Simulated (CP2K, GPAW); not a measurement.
A CP2K input for a self-consistent single point of CsLiBr₂ (P4/nmm, 8 atoms in the cell) (DFT PBEsol, GPW, DZVP-MOLOPT-SR-GTH basis, GTH-PBE potentials (GTH_POTENTIALS)):

```
&GLOBAL
  PROJECT bulk
  RUN_TYPE ENERGY_FORCE
  PRINT_LEVEL LOW
&END GLOBAL
&FORCE_EVAL
  METHOD Quickstep
  STRESS_TENSOR ANALYTICAL
  &DFT
    BASIS_SET_FILE_NAME BASIS_MOLOPT
    POTENTIAL_FILE_NAME GTH_POTENTIALS
    &QS
      METHOD GPW
      EPS_DEFAULT 1E-10
    &END QS
    &MGRID
      CUTOFF 500
      REL_CUTOFF 50
      NGRIDS 5
    &END MGRID
    &SCF
      SCF_GUESS ATOMIC
      EPS_SCF 1E-6
      MAX_SCF 100
      ADDED_MOS 9
      &DIAGONALIZATION
        ALGORITHM STANDARD
      &END DIAGONALIZATION
      &MIXING
        METHOD BROYDEN_MIXING
        ALPHA 0.3
        NBUFFER 10
        BETA 1.5
      &END MIXING
    &END SCF
    &KPOINTS
      SCHEME MONKHORST-PACK 3 3 2
      GAMMA_CENTERED T
    &END KPOINTS
    &XC
      &XC_FUNCTIONAL
        &PBE
          PARAMETRIZATION PBESOL
        &END PBE
      &END XC_FUNCTIONAL
    &END XC
    &PRINT
      &MO
        EIGENVALUES T
        OCCUPATION_NUMBERS T
        NDIGITS 8
        FILENAME mo
        &EACH
          QS_SCF 0
        &END EACH
        ADD_LAST NUMERIC
      &END MO
      &MULLIKEN OFF
      &END MULLIKEN
    &END PRINT
  &END DFT
  &SUBSYS
    &CELL
      ABC 5.18124000 5.18124000 9.93006000
      ALPHA_BETA_GAMMA 90.00000000 90.00000000 90.00000000
      PERIODIC XYZ
    &END CELL
    &COORD
      Cs       0.00000000     2.59062000     2.97931590
      Cs       2.59062000     0.00000000     6.95074410
      Li       2.59062000     0.00000000     0.81903135
      Li       0.00000000     2.59062000     9.11102865
      Br       0.00000000     2.59062000     6.61262556
      Br       2.59062000     0.00000000     3.31743444
      Br       0.00000000     0.00000000     0.00000000
      Br       2.59062000     2.59062000     0.00000000
    &END COORD
    &KIND Cs
      BASIS_SET DZVP-MOLOPT-SR-GTH
      POTENTIAL GTH-PBE-q9
    &END KIND
    &KIND Li
      BASIS_SET DZVP-MOLOPT-SR-GTH
      POTENTIAL GTH-PBE-q3
    &END KIND
    &KIND Br
      BASIS_SET DZVP-MOLOPT-SR-GTH
      POTENTIAL GTH-PBE-q7
    &END KIND
  &END SUBSYS
  &PRINT
    &FORCES ON
    &END FORCES
    &STRESS_TENSOR ON
    &END STRESS_TENSOR
  &END PRINT
&END FORCE_EVAL
```

### Question
Give the GPAW input for the same structure, mesh, smearing and functional.

### Answer
This is the input that was run; spellings and numerical settings could be chosen otherwise.

```python
from ase import Atoms
from ase.units import GPa
from gpaw import GPAW

atoms = Atoms(['Cs', 'Cs', 'Li', 'Li', 'Br', 'Br', 'Br', 'Br'],
              cell=[[5.181240, 0.000000, 0.000000],
                    [0.000000, 5.181240, 0.000000],
                    [0.000000, 0.000000, 9.930060]],
              scaled_positions=[[0.000000, 0.500000, 0.300030],
                                [0.500000, 0.000000, 0.699970],
                                [0.500000, 0.000000, 0.082480],
                                [0.000000, 0.500000, 0.917520],
                                [0.000000, 0.500000, 0.665920],
                                [0.500000, 0.000000, 0.334080],
                                [0.000000, 0.000000, 0.000000],
                                [0.500000, 0.500000, 0.000000]],
              pbc=True)

calc = GPAW(mode={'name': 'pw', 'ecut': 550},
            xc='PBEsol',
            kpts={'size': (3, 3, 2), 'gamma': True},
            occupations={'name': 'fermi-dirac', 'width': 0.0},
            nbands=-6,
            convergence={'bands': -4},
            symmetry={'symmorphic': False, 'tolerance': 0.0005},
            maxiter=100,
            txt='-')

atoms.calc = calc

energy = atoms.get_potential_energy()
print('Energy (eV):', round(energy, 6))
forces = atoms.get_forces()
print('Forces (eV/Ang):')
print(forces.round(5))
stress = atoms.get_stress()
print('Stress (GPa, Voigt):', (stress / GPa).round(4))
```

Basis settings and potentials, where a program has them, do not carry over. This input uses DFT PBEsol, plane waves, GPAW PAW datasets PBEsol (made by gpaw-setup).

The starting cell comes from a database of computed structures (which also holds hypothetical and non-ambient phases and stackings), without a prior relaxation at this level.
